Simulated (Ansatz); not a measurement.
Data:

End structure of a 3x3 cell of the 1x1 (111) surface of fcc Ag, relaxed from a rattled start:

```xyz
36
Lattice="8.8001 0.0000 0.0000 -4.4001 7.6212 0.0000 0.0000 0.0000 26.5000" Properties=species:S:1:pos:R:3 pbc="T T T"
Ag     0.0000     1.6936     9.6916
Ag    -1.4667     4.2340     9.6916
Ag    -2.9334     6.7744     9.6916
Ag     2.9334     1.6936     9.6916
Ag     1.4667     4.2340     9.6916
Ag     0.0000     6.7744     9.6916
Ag     5.8668     1.6936     9.6916
Ag     4.4001     4.2340     9.6916
Ag     2.9334     6.7744     9.6916
Ag     1.4678     0.8454    12.0703
Ag     0.0015     3.3866    12.0704
Ag    -1.4651     5.9268    12.0703
Ag     4.4019     0.8458    12.0706
Ag     2.9358     3.3863    12.0702
Ag     1.4689     5.9265    12.0710
Ag     7.3346     0.8457    12.0709
Ag     5.8689     3.3861    12.0700
Ag     4.4020     5.9263    12.0704
Ag     0.0019    -0.0013    14.4312
Ag    -1.4634     2.5400    14.4311
Ag    -2.9310     5.0796    14.4313
Ag     2.9357    -0.0007    14.4318
Ag     1.4698     2.5389    14.4312
Ag     0.0022     5.0795    14.4314
Ag     5.8698    -0.0014    14.4319
Ag     4.4034     2.5394    14.4310
Ag     2.9363     5.0788    14.4313
Ag     0.0040     1.6925    16.8089
Ag    -1.4639     4.2328    16.8104
Ag    -2.9297     6.7735    16.8101
Ag     2.9379     1.6932    16.8099
Ag     1.4697     4.2319    16.8097
Ag     0.0034     6.7730    16.8104
Ag     5.8708     1.6928    16.8097
Ag     4.4040     4.2327    16.8106
Ag     2.9367     6.7725    16.8104
```

Set-up: 36 atoms, 7.2 Å thick at the start (thin: gaps and levels are the slab's own); mesh 4x4x1; 0.1 eV smearing; dipole correction on; 9 atoms held, the rest relaxed; no symmetry held; no spin, no spin-orbit, no U.

Question: Predict the work function of the top face from PBE in Ansatz (a program for electronic structure).

Answer: 4.44 eV
